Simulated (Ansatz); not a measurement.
Base system: Sr₃SbN in the anti-perovskite structure (space group Pm-3m, No. 221; a = 5.131 Å; a cell from a computed database, its experimental status unchecked). Axes: x, y, z lie along the cube axes.

One thing is altered: tensile biaxial strain of 4.76 % in the plane normal to [110], as in epitaxy on a mismatched substrate; the out-of-plane cell vector and the atoms relax.

Levels (all Ansatz, a program for electronic structure, PAW): PBEsol (420 eV, no SOC); r2SCAN (500 eV, spin-orbit coupling left out).

The geometry is relaxed with PBEsol.

* **PBEsol gap character**: direct at Γ
* **PBEsol pressure**: -3.07 GPa
* **PBEsol lowest conduction level above the VBM at special points**: Γ 0.12 eV; Z 1.36 eV; S 1.37 eV; T 1.39 eV

Question: How does going to r2SCAN change the gap character, pressure and lowest conduction level above the VBM at special points?

Answer: The gap character is still direct at Γ; the pressure grows by 1.23 GPa (-3.07 GPa → -1.84 GPa); the lowest conduction level above the VBM at special points becomes Γ 0.46 eV; Z 1.68 eV; S 1.69 eV; T 1.78 eV (PBEsol: Γ 0.12 eV; Z 1.36 eV; S 1.37 eV; T 1.39 eV).

Single points use the geometry relaxed with PBEsol. Their cutoffs differ, which shifts pressures a little. With Sb present, leaving out spin-orbit coupling can change the band edges. Stability against distortions was not tested. The zero or small gap of Sr3SbN can change with the level of theory. k-point labels follow each cell's own Brillouin zone.
